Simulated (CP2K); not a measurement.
A self-consistent single point of Br (Cmce, 4 atoms in the cell) with CP2K.

Computed with PBE, GPW, DZVP-MOLOPT-SR-GTH basis, GTH-PBE potentials (GTH_POTENTIALS) run with CP2K.

```
Br
1.0
    4.08011     0.00000     0.00000
   -1.54324     3.77700     0.00000
    0.00000     0.00000     8.85603
Br
4
Direct
  0.86100   0.86100   0.88900
  0.63900   0.63900   0.38900
  0.36100   0.36100   0.61100
  0.13900   0.13900   0.11100
```

Reference input (self-consistent single point, DFT PBE, GPW, DZVP-MOLOPT-SR-GTH basis, GTH-PBE potentials (GTH_POTENTIALS)): CUTOFF = 400 Ry; REL_CUTOFF = 40 Ry; SMEAR/METHOD = GAUSSIAN; SIGMA = 0.02 eV; KPOINTS/SCHEME = MONKHORST-PACK 7 7 3; XC_FUNCTIONAL = PBE; Br/BASIS_SET = DZVP-MOLOPT-SR-GTH-q7; Br/POTENTIAL = GTH-PBE-q7; METHOD = GPW; EPS_DEFAULT = 1e-11; NGRIDS = 4; SCF_GUESS = ATOMIC. This run's input differs from it in these lines:

```diff
@@ -45,2 +45,6 @@
       &END XC_FUNCTIONAL
+      &XC_GRID
+        XC_SMOOTH_RHO NN50
+        XC_DERIV NN50_SMOOTH
+      &END XC_GRID
     &END XC
```

The program printed (abridged):

```
 SCF WAVEFUNCTION OPTIMIZATION

  Step     Update method      Time    Convergence         Total energy    Change
     1 NoMix/Diag. 0.40E+00      -     0.62477740       -53.7929984177 -5.38E+01
     2 Broy./Diag. 0.40E+00      -     0.00816144       -53.7078237334  8.52E-02
     3 Broy./Diag. 0.40E+00      -     0.01664741       -53.6943193295  1.35E-02
     4 Broy./Diag. 0.40E+00      -     0.00198405       -53.6650986181  2.92E-02
     5 Broy./Diag. 0.40E+00      -     0.00186487       -53.6496417341  1.55E-02
     6 Broy./Diag. 0.40E+00      -     0.00042547       -53.6389753973  1.07E-02
   [... 3 lines left out ...]
    10 Broy./Diag. 0.40E+00      -     0.00000665       -53.6352929985  1.33E-04
    11 Broy./Diag. 0.40E+00      -     0.00000311       -53.6352989657 -5.97E-06
    12 Broy./Diag. 0.40E+00      -     0.00000168       -53.6353440062 -4.50E-05
    13 Broy./Diag. 0.40E+00      -     0.00000025       -53.6353586111 -1.46E-05
  *** SCF run converged in    13 steps ***

  Overlap energy of the core charge distribution:               0.00000000924290
  Self energy of the core charge distribution:               -110.58115837536025
  Core Hamiltonian energy:                                     24.73225874958522
  Hartree energy:                                              42.57438865707140
  Exchange-correlation energy:                                -10.36084765167125
  Smearing free energy correction:                              0.00000000000000
  Fermi energy:                                                 0.04402574618536

  Total energy:                                               -53.63535861113199
  Total energy (extrapolated to sigma->0):                    -53.63535861113199

   [... lines left out ...]

 STRESS| Analytical stress tensor [bar]
 STRESS|                        x                   y                   z
 STRESS|      x        9.95222881931E+03   8.52124676682E+02  -6.25872166010E-04
 STRESS|      y        8.52124676682E+02   1.06485641130E+04  -8.92631724208E-04
 STRESS|      z       -6.25872166010E-04  -8.92631724208E-04   2.43344474528E+04
 STRESS| 1/3 Trace                                             1.49784134617E+04
```

The run converged in 13 iterations. Against the reference run the free energy goes up by 49.4 meV/atom, the pressure goes from 1.63 to 1.50 GPa, the largest force moves little (0.825 to 0.824 eV/Å) and the gap on the mesh hardly changes (1.549 to 1.548 eV).

The starting cell has typed, rounded lattice constants, without a prior relaxation at this level. Its lattice was rescaled by a random factor within 2.5 % of one. Values carry the incompleteness of an atom-centred basis.
